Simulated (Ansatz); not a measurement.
The starting structures come from a database of crystals and need not be the phases stable at ambient conditions.

 Where the default PAW files enter, the runs use the earlier of Ansatz's two default sets.

**Evanescent states of Ca(CdP)2 (P-3m1, not sure to be the ambient phase, 5 atoms a cell, 22.5 Å³ an atom, -2 GPa at this level) along the normal of (001)**

All values below come from PBEsol (plane waves, PAW; Ansatz, a program for electronic structure).

The gap is the functional's own. No spin-orbit coupling. Mid-gap values are interpolated on the energy grid.

Energies count from the valence-band top; κ is the least over a 12×12 mesh across the current.

| E (eV) | κ (1/Å) | where |
|---|---|---|
| 0.03 | 0.051 | Γ |
| 0.09 | 0.059 | Γ |
| 0.15 | 0.065 | Γ |
| 0.21 | 0.069 | Γ |
| 0.27 | 0.071 | Γ |
| 0.33 | 0.072 | Γ |
| 0.39 | 0.072 | Γ |
| 0.45 | 0.070 | Γ |
| 0.51 | 0.067 | Γ |
| 0.57 | 0.062 | Γ |
| 0.63 | 0.054 | Γ |
| 0.69 | 0.041 | Γ |

Q: How thick must the barrier be to attenuate the transmission by 10^4 when the electrodes' Fermi level lies at 0.15 eV, and what attenuation does that film give at 0.09 eV?

A: d = 4 ln 10 / (2 × 0.065) = 70.8 Å. At 0.09 eV it gives 4 × 0.059/0.065 = 3.6 decades.
